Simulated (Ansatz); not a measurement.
## Pressure series in YOF

Take YOF (space group R-3m, No. 166; a = 3.7742 Å, c = 18.8184 Å (hexagonal axes)) as the base.

Cell and atoms are relaxed at each pressure.

Calculations: PBEsol, PAW, 420 eV (Ansatz, an electronic-structure program; spin-orbit coupling left out).

Notes on the quantities. enthalpy: H = E + PV relative to the base's energy.

```json
[
 {"change": "base", "volume per atom": "12.90 Å³", "band gap": "4.96 eV", "width of the top valence band": "0.55 eV", "enthalpy": "–"},
 {"change": "pressure −1 GPa", "volume per atom": "12.99 Å³", "band gap": "4.95 eV", "width of the top valence band": "0.55 eV", "enthalpy": "-0.08 eV/atom"},
 {"change": "pressure 0.9 GPa", "volume per atom": "12.82 Å³", "band gap": "4.97 eV", "width of the top valence band": "0.55 eV", "enthalpy": "+0.07 eV/atom"},
 {"change": "pressure 2.1 GPa", "volume per atom": "12.72 Å³", "band gap": "4.98 eV", "width of the top valence band": "0.56 eV", "enthalpy": "+0.17 eV/atom"},
 {"change": "pressure 4.5 GPa", "volume per atom": "12.53 Å³", "band gap": "5.00 eV", "width of the top valence band": "0.57 eV", "enthalpy": "+0.36 eV/atom"},
 {"change": "pressure 9 GPa", "volume per atom": "12.21 Å³", "band gap": "5.04 eV", "width of the top valence band": "0.60 eV", "enthalpy": "+0.70 eV/atom"},
 {"change": "pressure 15 GPa", "volume per atom": "11.84 Å³", "band gap": "5.09 eV", "width of the top valence band": "0.63 eV", "enthalpy": "+1.15 eV/atom"},
 {"change": "pressure 30 GPa", "volume per atom": "11.12 Å³", "band gap": "5.17 eV", "width of the top valence band": "0.71 eV", "enthalpy": "+2.23 eV/atom"}
]
```

Load acts through the strain it causes; cell and atoms are relaxed under it. Stability against distortions was not tested. Competing high-pressure phases were not computed.
